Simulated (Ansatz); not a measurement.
The structure below was relaxed with Ansatz (a program for electronic structure), PBEsol, PAW, cutoff 420 eV, without spin-orbit coupling, earlier PAW set, at pressure 15 GPa.

```yaml
crystal:
  lattice:
    - [-1.59706, 1.59706, 1.59706]
    - [1.59706, -1.59706, 1.59706]
    - [1.59706, 1.59706, -1.59706]
  atoms:
    - { symbol: Nb, position: [0.00000, 0.00000, 0.00000] }
```

Task: Find the space group and the Wyckoff positions.

Result: Space group Im-3m (No. 229); a = 3.1941 Å, b = 3.1941 Å, c = 3.1941 Å, α = 90.00°, β = 90.00°, γ = 90.00°

```
atom  site  symmetry       x       y       z
----  ----  --------  ------  ------  ------
Nb      2a      m-3m  0.0000  0.0000  0.0000
```

Task: Describe the coordination.

Result: The crystal has 2 atoms in its conventional cell. Cell: a = b = c = 3.194 Å, α = β = γ = 90.00°. Nb is coordinated by 8 Nb at 2.766 Å and 6 Nb at 3.194 Å. (Neighbours: up to the widest gap in distance over summed covalent radii, below 1.35, at either atom.)

Load acts through the strain it causes; cell and atoms are relaxed under it. Stability against distortions was not tested. No other phases were tried under pressure. All final runs are without spin polarisation. The cell was made from Nb in the bcc (W type) structure (space group Im-3m, No. 229) by this change: pressure 15 GPa.
